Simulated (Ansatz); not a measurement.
Start of a relaxation of fcc Cu (0 0 1) on tetragonal ZrO2 (0 0 1) (film strained to the substrate, faces as cut), prepared with a machine-learned potential:

```xyz
29
Lattice="3.6210 0.0000 -0.0412 0.0000 3.6210 -0.0665 -0.3204 -2.0202 25.9790" Properties=species:S:1:pos:R:3 pbc="T T T"
Zr     1.5952     1.7150     2.1892
Zr    -0.0760    -0.0484     4.9194
O     -0.2318     1.2416     1.3216
O     -0.2330     1.7523     3.8945
O      1.5622    -0.9770     0.0998
O      1.5475    -0.0921     3.2035
Zr     1.7541     1.7046     7.5604
Zr    -0.0747    -0.0675    10.3032
O     -0.0690     1.8629     6.5593
O     -0.0436     1.7414     9.2456
O      1.7286     0.0605     5.9110
O      1.7746    -0.0695     8.6097
Zr     1.7876     2.0100    12.9460
O     -0.0249     1.8909    11.9794
O      0.9330     2.0344    15.1313
O      1.7546     0.0113    11.2732
O      2.2899     0.2019    13.8530
Cu     2.9122     0.3176    17.8575
Cu     1.1009    -1.4805    17.9210
Cu     1.0830     0.2401    15.7909
Cu     2.8229    -1.5457    16.1269
Cu     2.9827     0.4285    21.4641
Cu     1.1696    -1.3805    21.5276
Cu     1.1338     0.3773    19.6900
Cu     2.9426    -1.4363    19.6970
Cu     3.0448     0.4996    25.3556
Cu     1.2299    -1.2594    25.0829
Cu     1.2006     0.4745    23.2846
Cu     3.0129    -1.3406    23.3063
```

Level of theory: PBE (plane waves to 420 eV, PAW; Ansatz, a quantum-chemistry and plane-wave program). Scalar-relativistic, without spin–orbit coupling; the runs are not spin-polarised. Its k-point mesh 9×9×1, Fermi–Dirac width 0.05 eV.

Held fixed: cell quantities a, b, gamma; free forces relaxed under 0.04 eV/Å.

### Question
What does it relax into, and how much energy is released?

### Answer
The energy falls by 0.154 eV, and the end has space group P1.

```xyz
29
Lattice="3.6206 -0.0005 -0.0686 -0.0001 3.6210 -0.0714 -0.5153 -2.0530 26.1135" Properties=species:S:1:pos:R:3 pbc="T T T"
Zr     1.5603     1.6008     2.2497
Zr    -0.0678    -0.1490     4.9900
O     -0.2611     1.2853     1.3871
O     -0.1547     1.6401     3.9848
O      1.5230    -0.9340     0.1155
O      1.6018    -0.2015     3.2247
Zr     1.7904     1.6106     7.5858
Zr    -0.0119    -0.1553    10.3149
O     -0.0419     1.6721     6.6284
O     -0.0167     1.6571     9.2983
O      1.7517    -0.1235     5.9377
O      1.7932    -0.1698     8.6069
Zr     1.8579     2.0962    12.9405
O      0.0394     1.9597    12.0420
O      0.7178     2.1194    15.1577
O      1.8204     0.0081    11.2397
O      2.1564     0.2805    13.8650
Cu     2.6669     0.3634    17.8900
Cu     0.8533    -1.4456    18.0142
Cu     0.8085     0.3219    15.8098
Cu     2.6124    -1.4805    16.2308
Cu     2.7352     0.4350    21.5350
Cu     0.9242    -1.3725    21.6333
Cu     0.8915     0.4005    19.7781
Cu     2.6993    -1.4108    19.7482
Cu     2.8063     0.5184    25.5168
Cu     0.9899    -1.2796    25.1490
Cu     0.9587     0.4758    23.3758
Cu     2.7685    -1.3397    23.4134
```
